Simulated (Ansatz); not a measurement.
# MgSe: isotropic strain +3.00 %

Start from MgSe in the rock salt structure (space group Fm-3m, No. 225; a = 5.4724 Å).

One thing is altered: every lattice vector is stretched by 3.00 %, atoms relaxed at fixed cell.

All numbers come from Ansatz (a program for electronic structure) r2SCAN, scalar-relativistic without spin-orbit coupling. Settings: 10×10×10 k-points, 0.05 eV Fermi–Dirac smearing.

```json
[
 {"quantity": "volume per atom", "base": "20.48 Å³", "changed": "22.38 Å³", "shift": "+1.90 Å³"},
 {"quantity": "space group", "base": "Fm-3m (No. 225)", "changed": "Fm-3m (No. 225)", "shift": "–"},
 {"quantity": "shortest interatomic distance", "base": "2.736 Å", "changed": "2.818 Å", "shift": "+0.082 Å"},
 {"quantity": "energy relative to the base (free energy F)", "base": "0 meV/atom", "changed": "+31 meV/atom", "shift": "+31 meV/atom"},
 {"quantity": "pressure", "base": "-0.01 GPa", "changed": "-4.91 GPa", "shift": "-4.90 GPa"},
 {"quantity": "band gap", "base": "2.48 eV", "changed": "2.32 eV", "shift": "-0.16 eV"},
 {"quantity": "gap character", "base": "indirect, Γ → X", "changed": "indirect, Γ → X", "shift": "–"},
 {"quantity": "smallest direct gap", "base": "3.44 eV", "changed": "2.84 eV", "shift": "-0.60 eV"},
 {"quantity": "mean gap deformation potential ΔEg/Δln V", "base": "–", "changed": "-1.8 eV", "shift": "–"},
 {"quantity": "electron mass", "base": "0.48 mₑ along k, 0.25 mₑ across (at X)", "changed": "0.47 mₑ along k, 0.25 mₑ across (at X)", "shift": "–"},
 {"quantity": "valley order (the lowest conduction-band minima on the path, energy above the VBM, named in the base's zone)", "base": "X along ⟨100⟩ 2.48 eV; Γ 3.44 eV", "changed": "X along ⟨100⟩ 2.32 eV; Γ 2.84 eV", "shift": "–"}
]
```

Masses are band curvatures over ±0.01 Å⁻¹ around the edge. Along k means along the line from Γ to the band edge. No phonon test of stability was made.
